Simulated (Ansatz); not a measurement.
The starting structures come from a database of crystals and need not be the phases stable at ambient conditions.

# Evanescent states of BaWO₄ (I4_1/a, not sure to be the ambient phase, 12 atoms a cell, 17.0 Å³ an atom, -2 GPa at this level) along the normal of (101)

These are r2SCAN (plane waves, PAW; Ansatz, an electronic-structure program) values and carry that method's errors.

The gap is the functional's own. No spin-orbit coupling. Mid-gap values are interpolated on the energy grid.

Energies count from the valence-band top; κ is the least over a 6×6 mesh across the current.

```csv
E (eV),κ (1/Å),where
0.12,0.242,Γ
0.36,0.383,off Γ
0.60,0.440,off Γ
0.84,0.482,off Γ
1.08,0.515,off Γ
1.32,0.540,off Γ
1.56,0.553,off Γ
1.80,0.562,off Γ
2.04,0.567,off Γ
2.28,0.569,off Γ
2.52,0.568,off Γ
2.76,0.563,off Γ
3.00,0.555,off Γ
3.24,0.543,off Γ
3.48,0.527,off Γ
3.72,0.507,off Γ
3.96,0.477,off Γ
4.20,0.441,off Γ
4.44,0.398,off Γ
4.68,0.340,off Γ
4.92,0.255,off Γ
```

Question: How thick must the barrier be to attenuate the transmission by 10^6 when the electrodes' Fermi level lies at 1.32 eV, and what attenuation does that film give at 4.44 eV?

Answer: d = 6 ln 10 / (2 × 0.540) = 12.8 Å. At 4.44 eV it gives 6 × 0.398/0.540 = 4.4 decades.
